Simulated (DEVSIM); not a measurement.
# abrupt Si p-n junction

Structure: abrupt Si p-n junction, at 300 K.

```csv
layer (left to right),material,thickness (μm),Nd (cm⁻³),Na (cm⁻³),τn (s),τp (s)
1,Si,0.170,-,9.4e18,3.2e-7,3.2e-7
2,Si,96.0,5.3e14,-,3.2e-7,3.2e-7
```

Left contact: ohmic. Right contact: ohmic. Voltage is applied to the left contact. Recombination: SRH at mid-gap. Mobility is μmin + (μ − μmin)/(1 + (N/Nref)^α).

This is a model device: material constants are rounded textbook-type values typed into the input, and sizes, dopings and lifetimes were drawn at random. Values at 300 K.

```
parameter           Si
-------------  -------
gap (eV)         1.124
affinity (eV)     4.05
permittivity      11.7
Nc (cm⁻³)      2.86e19
Nv (cm⁻³)       3.1e19
μn (cm²/Vs)       1417
μp (cm²/Vs)        470
μn,min              52
μp,min              45
Nref,n          9.7e16
Nref,p          2.2e17
αn                0.68
αp                0.72
```

Model (solved in DEVSIM): 1D drift-diffusion, Boltzmann statistics, complete ionisation; no tunnelling, impact ionisation, image-force lowering or self-heating.

```json
{
  "potential_step_across_the_device_at_zero_bias": "0.811 V",
  "largest_field_in_the_device_at_zero_bias": "170000 V/cm",
  "Dark forward voltage at 1 A/cm²": "0.644 V",
  "Dark forward voltage at 100 A/cm²": "1.127 V"
}
```

Dark forward current:

| V (V) | J (A/cm²) |
|---|---|
| 0.05 | 6.8e-8 |
| 0.15 | 8.0e-7 |
| 0.20 | 2.6e-6 |
| 0.30 | 4.2e-5 |
| 0.40 | 0.0013 |
| 0.45 | 0.0081 |
| 0.55 | 0.19 |
| 0.60 | 0.51 |
| 0.70 | 2.1 |
| 0.80 | 6.6 |
| 0.85 | 11 |
| 0.95 | 28 |
| 1.05 | 61 |
| 1.10 | 85 |
| 1.20 | 150 |
| 1.25 | 190 |
| 1.35 | 290 |
| 1.45 | 400 |
| 1.50 | 460 |
| 1.60 | 590 |
